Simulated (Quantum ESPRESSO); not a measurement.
Quantum ESPRESSO run on P (P1, 4 atoms in the cell): self-consistent single point.

Level of theory: LDA (PZ), PSlibrary PAW (LDA) pseudopotentials (plane waves; Quantum ESPRESSO 7.5).

```yaml
crystal:
  lattice:
    - [1.64775, -5.46504, 0.00000]
    - [1.64775, 5.46504, 0.00000]
    - [0.00000, 0.00000, 4.54364]
  atoms:
    - { symbol: P, position: [0.40174, 0.59871, 0.91709] }
    - { symbol: P, position: [0.59638, 0.40625, 0.08942] }
    - { symbol: P, position: [0.10230, 0.91071, 0.41157] }
    - { symbol: P, position: [0.89958, 0.08433, 0.58192] }
```

Reference input (self-consistent single point, DFT, LDA (PZ), plane waves, PSlibrary PAW (LDA) pseudopotentials): ecutwfc = 40 Ry; ecutrho = 240 Ry; occupations = smearing; smearing = methfessel-paxton; degauss = 0.0073499 Ry; potentials = {P: P.pz-n-kjpaw_psl.1.0.0.UPF}; K_POINTS = automatic 8 8 6 0 0 0; conv_thr = 1e-11 Ry; mixing_beta = 0.5. This run's input differs from it in these lines:

```diff
@@ -12,4 +12,4 @@
    ntyp = 1,
-   ecutwfc = 40,
-   ecutrho = 240,
+   ecutwfc = 16,
+   ecutrho = 96,
    occupations = 'smearing',
```

Log, with long lists cut:

```
     Self-consistent Calculation

     iteration #  1     ecut=    16.00 Ry     beta= 0.50

     Threshold (ethr) on eigenvalues was too large:
     Diagonalizing with lowered threshold

     total energy              =    -213.01365898 Ry
     estimated scf accuracy    <       0.05887823 Ry

     iteration #  2     ecut=    16.00 Ry     beta= 0.50

     WARNING: integrated charge=    19.99989518, expected=    20.00000000

     total energy              =    -213.01249529 Ry
     estimated scf accuracy    <       0.01026432 Ry

     iteration #  3     ecut=    16.00 Ry     beta= 0.50

     WARNING: integrated charge=    19.99966996, expected=    20.00000000

     total energy              =    -213.01335947 Ry
     estimated scf accuracy    <       0.00028207 Ry

   [... 7 blocks of this kind left out ...]

     iteration # 11     ecut=    16.00 Ry     beta= 0.50

     WARNING: integrated charge=    19.99955625, expected=    20.00000000

     total energy              =    -213.01346946 Ry
     estimated scf accuracy    <          8.5E-11 Ry

     iteration # 12     ecut=    16.00 Ry     beta= 0.50
     End of self-consistent calculation

     Number of k-points >= 100: set verbosity='high' to print the bands.

     the Fermi energy is     6.6513 ev

     WARNING: integrated charge=    19.99955624, expected=    20.00000000

!    total energy              =    -213.01346948 Ry
     estimated scf accuracy    <          3.5E-13 Ry
     smearing contrib. (-TS)   =       0.00000973 Ry
     internal energy E=F+TS    =    -213.01347920 Ry

     convergence has been achieved in  12 iterations

     Forces acting on atoms (cartesian axes, Ry/au):

     atom    1 type  1   force =    -0.00754768   -0.00150976   -0.01484963
     atom    2 type  1   force =     0.00525941   -0.00106167   -0.01181739
     atom    3 type  1   force =    -0.00902186   -0.02346761    0.01073970
     atom    4 type  1   force =     0.01131013    0.02603903    0.01592732

     Total force =     0.047490     Total SCF correction =     0.000001

          total   stress  (Ry/bohr**3)                   (kbar)     P=      -33.89
  -0.00027097   0.00002456  -0.00007299          -39.86        3.61      -10.74
   0.00002456  -0.00011632   0.00000725            3.61      -17.11        1.07
  -0.00007299   0.00000725  -0.00030385          -10.74        1.07      -44.70

   JOB DONE.
```

The run converged in 12 iterations. Against the reference run the free energy goes up by 91.1 meV/atom, the pressure goes from -2.27 to -3.39 GPa, the largest force goes from 0.809 to 0.837 eV/Å and the gap on the mesh hardly changes (0.196 to 0.198 eV). The full log also holds: “WARNING: integrated charge=    19.99989518, expected=    20.00000000”. The full log also holds: “WARNING: integrated charge=    19.99966996, expected=    20.00000000”.

The starting cell comes from a database of computed structures (which also holds hypothetical and non-ambient phases and stackings), without a prior relaxation at this level. Its atoms were displaced at random from the sites of space group no. 64. At the lowered cutoff the pressure carries the error of an incomplete plane-wave basis.

Cost on one core of a shared machine: roughly 80 s.
